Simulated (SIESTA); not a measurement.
Band structure of AgO (F-43m, 2 atoms in the cell).

```
CELL_PARAMETERS angstrom
      0.00000     2.53352     2.53352
      2.53352     0.00000     2.53352
      2.53352     2.53352     0.00000
ATOMIC_POSITIONS crystal
  Ag 0.00000 0.00000 0.00000
  O  0.25000 0.25000 0.25000
```

Level of theory: SIESTA with GGA PBEsol, numerical atomic orbitals DZP, PseudoDojo PBEsol standard norm-conserving potentials (rewritten from UPF to PSML).

Settings: XC.functional = GGA; XC.authors = PBEsol; potentials = PseudoDojo PBEsol standard; PAO.BasisSize = DZP; PAO.EnergyShift = 0.005 Ry; MeshCutoff = 350 Ry; kgrid.MonkhorstPack = 15 15 15; OccupationFunction = FD; ElectronicTemperature = 1160.45 K; MaxSCFIterations = 150; SCF.Mixer.Method = Broyden; SCF.Mixer.Weight = 0.1; SCF.Mixer.History = 8; SCF.DM.Tolerance = 1.0E-05.

The starting cell comes from a database of computed structures (which also holds hypothetical and non-ambient phases and stackings), without a prior relaxation at this level. Values carry the incompleteness of an atom-centred basis.

Levels in eV from the Fermi level, bands 10 to 15:
| point | 10 | 11 | 12 | 13 | 14 | 15 |
|---|---|---|---|---|---|---|
| Γ | -2.87 | 0.53 | 0.73 | 0.73 | 0.73 | 14.76 |
| X | -2.60 | -1.62 | -1.19 | -1.19 | 5.95 | 8.63 |
| W | -2.26 | -2.20 | -2.07 | -0.62 | 7.45 | 8.63 |
| K | -2.75 | -2.38 | -1.19 | -0.71 | 7.04 | 8.33 |
| L | -2.72 | -2.58 | -0.02 | -0.02 | 5.37 | 6.69 |
| U | -2.75 | -2.38 | -1.19 | -0.71 | 7.04 | 8.33 |

Bands cross the Fermi level along this path, so the cell is metallic at this level.

Higher empty bands are left out: an atom-centred basis made for the valence describes them poorly.
